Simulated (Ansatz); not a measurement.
## Hypothetical CsCl type NbAs, response to strain

Take NbAs in the CsCl type structure (space group Pm-3m, No. 221; a hypothetical phase, not in the database extracts checked; relaxed with 0.1 eV smearing) as the base.

```
CELL_PARAMETERS angstrom
      3.21784     0.00000     0.00000
      0.00000     3.21784     0.00000
      0.00000     0.00000     3.21784
ATOMIC_POSITIONS crystal
  Nb 0.00000 0.00000 0.00000
  As 0.50000 0.50000 0.50000
```

Cartesian axes are those of the cell as printed.

Strains are applied to the cell and any free atomic positions relax; under biaxial strain the out-of-plane vector relaxes too.

Levels (all Ansatz, an electronic-structure program, PAW): PBE (420 eV, no spin-orbit coupling); PBEsol (420 eV, without spin-orbit coupling).

The base cell above is that of PBE; each level relaxes its own structures.

Notes on the quantities. energy relative to the base: free energy F.

```tsv
case	energy relative to the base, PBE	energy relative to the base, PBEsol
biaxial strain +2.80 %, plane normal [001], relaxed out of plane	+27 meV/atom	+29 meV/atom
biaxial strain +1.08 %, plane normal [110], relaxed out of plane	+4.0 meV/atom	+4.3 meV/atom
biaxial strain −2.39 %, plane normal [111], relaxed out of plane	+21 meV/atom	+23 meV/atom
biaxial strain +0.76 %, plane normal [111], relaxed out of plane	+2.0 meV/atom	+2.2 meV/atom
uniaxial strain ε_zz = +0.62 %	+0.6 meV/atom	+0.6 meV/atom
tensor shear ε_yz = +3.91 %	+33 meV/atom	+35 meV/atom
```

The two levels differ by at most about 2.5 meV/atom. They put the cases in the same order.

Whether these cells are dynamically stable was not tested. The final runs are not spin-polarised.
